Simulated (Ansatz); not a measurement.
**(Ti,Zr)N: TiZr7N8**

A 16-atom cell of (Ti,Zr)N started in the rock salt structure, site fractions Ti 0.125, Zr 0.875, short-range order -0.14 among the nearest mixed sites of the first mixed sublattice (0 is random, a negative value favours unlike neighbours), space group Fm-3m at the end, an ordered arrangement that its symmetry holds.

The numbers are results of PBE (plane waves to 420 eV, PAW; Ansatz, an electronic-structure program), not measurements. No spin–orbit coupling; the runs are not spin-polarised. Its k-point mesh 5×5×5, Fermi–Dirac width 0.05 eV.

```
Item                                                                                             Value
--------------------------------------------------------  --------------------------------------------
volume per atom                                                                               11.84 Å³
N–Zr bonds (within 1.22 times the sum of covalent radii)  2.286 Å on average, from 2.279 to 2.325 (42)
N–Ti bonds (within 1.22 times the sum of covalent radii)   2.234 Å on average, from 2.234 to 2.234 (6)
```

```
CELL_PARAMETERS angstrom
      0.00000     4.55888     4.55888
      4.55888     0.00000     4.55888
      4.55888     4.55888     0.00000
ATOMIC_POSITIONS crystal
  Zr 0.00000 0.00000 0.00000
  Zr 0.00000 0.00000 0.50000
  Ti 0.00000 0.50000 0.00000
  Zr 0.00000 0.50000 0.50000
  Zr 0.50000 0.00000 0.00000
  Zr 0.50000 0.00000 0.50000
  Zr 0.50000 0.50000 0.00000
  Zr 0.50000 0.50000 0.50000
  N  0.24501 0.25499 0.24501
  N  0.24501 0.25499 0.75499
  N  0.25000 0.75000 0.25000
  N  0.24501 0.74501 0.75499
  N  0.75499 0.25499 0.24501
  N  0.75000 0.25000 0.75000
  N  0.75499 0.74501 0.24501
  N  0.75499 0.74501 0.75499
```
